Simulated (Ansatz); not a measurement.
Input:

End structure of Ru on the 1x1 (111) surface of fcc Ag, one in a 2x2 cell, started at the site 'bridge Ag-Ag (span 2.9 Å)':

```
CELL_PARAMETERS angstrom
      5.86677     0.00000     0.00000
     -2.93338     5.08077     0.00000
      0.00000     0.00000    26.50000
ATOMIC_POSITIONS crystal
  Ag 0.16667 0.33333 0.36572
  Ag 0.16667 0.83333 0.36572
  Ag 0.66667 0.33333 0.36572
  Ag 0.66667 0.83333 0.36572
  Ag 0.33333 0.16667 0.45551
  Ag 0.33333 0.66667 0.45551
  Ag 0.83333 0.16667 0.45551
  Ag 0.83333 0.66667 0.45551
  Ag 0.99669 0.99834 0.54518
  Ag 0.99911 0.49955 0.54415
  Ag 0.50051 0.99844 0.54517
  Ag 0.50051 0.50207 0.54517
  Ag 0.16198 0.33778 0.63354
  Ag 0.16198 0.82420 0.63354
  Ag 0.67470 0.33735 0.63375
  Ag 0.66681 0.83340 0.64032
  Ru 0.33111 0.16555 0.70998
```

Set-up: 17 atoms, 7.1 Å thick at the start under the adsorbate (thin: gaps and levels are the slab's own); mesh 6x6x1; 0.1 eV smearing; dipole correction on; 8 atoms held, the rest relaxed; symmetry of the start imposed; spin-polarised, no spin-orbit, no U, no dispersion correction. At the end it is bonded to 3 Ag. In PBE it is, or lies within 0.03 eV of, the lowest of the starts that converged.

A negative adsorption energy means that the adsorbate is more stable on the surface than in its reference.

Problem. Estimate the work function of the top face that PBE (Ansatz, a program for electronic structure) returns for this input.

Solution. 3.76 eV

Problem. What change of the step from the bottom to the top vacuum level, against the clean slab does PBE give?

Solution. -0.63 eV

Problem. What is the computed adsorption energy against an atom of hcp Ru (PBE)?

Solution. 4.35 eV

Problem. What is the computed change of the work function (PBE)?

Solution. -0.68 eV
